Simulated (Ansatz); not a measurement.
**Ag: strain along the normal**

Ag (fcc, Fm-3m, 17.284 Å³/atom and stress up to 0.01 GPa in the relaxed cell) under an equal strain ε in the (001) plane with the normal axis free, as in a coherent film. r2SCAN in Ansatz, a plane-wave DFT program (PAW, default set), 500 eV, 28×28×28 Γ-centred mesh, Fermi-Dirac smearing 0.10 eV.

Here s stands for strain and y for normal strain.

```csv
strain (%),normal strain (%)
-1.50,2.19
-1.00,1.46
-0.50,0.74
0.00,0.00
0.50,-0.76
1.00,-1.50
1.50,-2.28
3.00,?
```

Problem. Fit y against s with a straight line, and predict the withheld value at s = 3.00.

Solution. Means: s 0, y -0.021. About the means, the sum of products is -10.415 and the sum of squares of s is 7.0000; the slope is their ratio. Least squares gives y = -0.021 - 1.4879·s. Residuals (row less fit): -0.021, -0.007, 0.017, 0.021, 0.005, 0.009, -0.027; standard error 0.020 (degrees of freedom: 5). The slope, about -1.5, is the elastic response of the normal axis, −2C12/C11 for this plane. At the withheld row, y = -0.021 - 1.4879 × 3.0 = -4.485%. The calculation gives -4.61%, 0.125% below the prediction (1.8 % of the range of y in the table). The row lies outside the fitted rows, so this is an extrapolation. From the scatter of the fitted rows alone, a prediction at this place has a standard error of 0.032%, so the miss is 3.9 times that.

A polynomial of degree 2 through the 12 other runs of the series gives -4.62 there, so most of the miss is curvature that the fit leaves out. In a metal these values are sensitive to mesh and smearing; energies are taken to zero smearing, stresses follow the free energy. Rows are the converged runs of the series near zero and its far end; series whose fitted rows scatter by over a few per cent of the range, as at a crossing or softening among them, aren't shown in this form, nor equations of state whose B0' disagrees with the runs' pressures. Most that stay on the fit to the last digits aren't either.
